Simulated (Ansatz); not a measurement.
System: interstitial F in anatase TiO2 (charge state -1). Calculation: PBE, PAW (plane waves to 420 eV; Ansatz, a program for electronic structure).

Cell of 108 host sites held at the relaxed PBE lattice; the Γ point alone; Fermi-Dirac width 0.01 eV, spin-restricted; finite-size errors left in. Static, classical nuclei. The charge state is imposed; whether it is stable for some Fermi level was not computed. Sites that were not tried may lie lower.

Barriers: single points on a 2×2×2 k-point mesh shifted by half a step at the bands' geometries.

Relaxed starting cell (atoms counted from 1):

```
CELL_PARAMETERS angstrom
     11.39627     0.00000     0.00000
      0.00000    11.39627     0.00000
      0.00000     0.00000     9.70070
ATOMIC_POSITIONS crystal
  Ti 0.99995 0.16712 0.24822
  Ti 0.99962 0.49897 0.24907
  Ti 0.99961 0.83255 0.24848
  Ti 0.33390 0.16895 0.24668
  Ti 0.33140 0.50166 0.25282
  Ti 0.33310 0.83478 0.24970
  Ti 0.66694 0.16428 0.25108
  Ti 0.66649 0.49791 0.24650
  Ti 0.66659 0.83253 0.24950
  Ti 0.00000 0.99920 0.99904
  Ti 0.99885 0.33307 0.99575
  Ti 0.00069 0.66577 0.99816
  Ti 0.33339 0.00789 0.99989
  Ti 0.33411 0.34667 0.99531
  Ti 0.33347 0.67216 0.00159
  Ti 0.66714 0.99765 0.99921
  Ti 0.66045 0.32633 0.00065
  Ti 0.66556 0.66401 0.99964
  O  0.00108 0.16640 0.04069
  O  0.00247 0.49956 0.04185
  O  0.99895 0.83234 0.04246
  O  0.32356 0.16790 0.04241
  O  0.30333 0.50646 0.05970
  O  0.32860 0.83425 0.04301
  O  0.67877 0.16165 0.04638
  O  0.66131 0.49753 0.03911
  O  0.66801 0.83271 0.04355
  O  0.16691 0.16764 0.29032
  O  0.16543 0.49850 0.29732
  O  0.16644 0.83361 0.29082
  O  0.50063 0.16760 0.29294
  O  0.50014 0.50041 0.28856
  O  0.50094 0.83495 0.29294
  O  0.83359 0.16582 0.29370
  O  0.83440 0.49907 0.29018
  O  0.83347 0.83210 0.29248
  O  0.99993 0.99968 0.20586
  O  0.00009 0.33277 0.20572
  O  0.00131 0.66577 0.20621
  O  0.33793 0.00209 0.20530
  O  0.34148 0.33530 0.20108
  O  0.34006 0.67021 0.20994
  O  0.66525 0.99804 0.20935
  O  0.66593 0.33140 0.20713
  O  0.66677 0.66508 0.20581
  O  0.99990 0.16574 0.45492
  O  0.99891 0.49913 0.45828
  O  0.99991 0.83199 0.45607
  O  0.33281 0.16747 0.45566
  O  0.33320 0.50036 0.45983
  O  0.33246 0.83501 0.45562
  O  0.66658 0.16730 0.45826
  O  0.66791 0.49844 0.45120
  O  0.66698 0.83363 0.45772
  Ti 0.16625 0.99772 0.74938
  Ti 0.17291 0.32666 0.74785
  Ti 0.16772 0.66418 0.74898
  Ti 0.50008 0.00787 0.74858
  Ti 0.49943 0.34649 0.75326
  Ti 0.49984 0.67213 0.74698
  Ti 0.83344 0.99924 0.74962
  Ti 0.83460 0.33310 0.75272
  Ti 0.83259 0.66582 0.75037
  Ti 0.16661 0.16425 0.49754
  Ti 0.16670 0.49798 0.50200
  Ti 0.16692 0.83248 0.49897
  Ti 0.49960 0.16884 0.50175
  Ti 0.50176 0.50141 0.49558
  Ti 0.50043 0.83455 0.49881
  Ti 0.83360 0.16701 0.50032
  Ti 0.83358 0.49895 0.49946
  Ti 0.83384 0.83253 0.50008
  O  0.16794 0.99805 0.53925
  O  0.16735 0.33148 0.54142
  O  0.16657 0.66513 0.54269
  O  0.49553 0.00199 0.54339
  O  0.49225 0.33512 0.54719
  O  0.49344 0.67016 0.53854
  O  0.83360 0.99962 0.54276
  O  0.83334 0.33273 0.54281
  O  0.83199 0.66575 0.54233
  O  0.99910 0.99716 0.79198
  O  0.99929 0.33273 0.79230
  O  0.99970 0.66392 0.79107
  O  0.33362 0.00346 0.79088
  O  0.33007 0.30218 0.78298
  O  0.33467 0.67093 0.79010
  O  0.66737 0.99798 0.79412
  O  0.66416 0.33500 0.79534
  O  0.66714 0.67115 0.79511
  O  0.15536 0.16175 0.70234
  O  0.17188 0.49765 0.70938
  O  0.16557 0.83270 0.70498
  O  0.50972 0.16789 0.70618
  O  0.52938 0.50626 0.68870
  O  0.50475 0.83409 0.70560
  O  0.83232 0.16638 0.70792
  O  0.83116 0.49952 0.70661
  O  0.83437 0.83228 0.70618
  O  0.16601 0.99805 0.95443
  O  0.16945 0.33495 0.95319
  O  0.16618 0.67173 0.95335
  O  0.49986 0.00363 0.95784
  O  0.50361 0.30094 0.96544
  O  0.49874 0.67158 0.95855
  O  0.83442 0.99710 0.95646
  O  0.83431 0.33290 0.95625
  O  0.83364 0.66407 0.95749
  F  0.41770 0.46611 0.87539
```
Cell charge -1.

End state 1 differs by these moves (Å; atoms that move under 0.08 Å are left out):

```tsv
atom	element	Δx	Δy	Δz
5	Ti	-0.08	-0.03	0.06
6	Ti	0.01	-0.04	-0.10
13	Ti	0.01	-0.10	0.00
15	Ti	-0.03	-0.28	-0.02
23	O	-0.45	-0.08	0.12
29	O	-0.05	0.01	0.08
42	O	0.08	-0.10	-0.07
58	Ti	0.00	-0.10	0.00
59	Ti	0.01	-0.18	-0.03
77	O	0.08	-0.05	-0.06
86	O	0.04	0.38	0.07
87	O	-0.02	-0.09	0.00
90	O	-0.01	-0.10	-0.03
91	O	0.13	0.03	0.03
92	O	-0.10	0.02	0.02
94	O	-0.10	-0.03	-0.01
95	O	-0.27	-0.08	0.11
101	O	-0.03	-0.12	0.00
104	O	-0.02	0.08	-0.10
105	O	0.04	0.22	-0.03
109	F	0.07	0.38	0.69
```

Q: Give the forward and backward barriers to end state 1 at the level PBE, PAW.

A: forward 0.11 eV, backward 0.081 eV; at the saddle point atom 109 has neighbours O at 2.22, O at 2.31, O at 2.40, 2 O at 2.46; Ti at 1.97, Ti at 2.40, Ti at 2.46 Å. The saddle point's order was not checked.
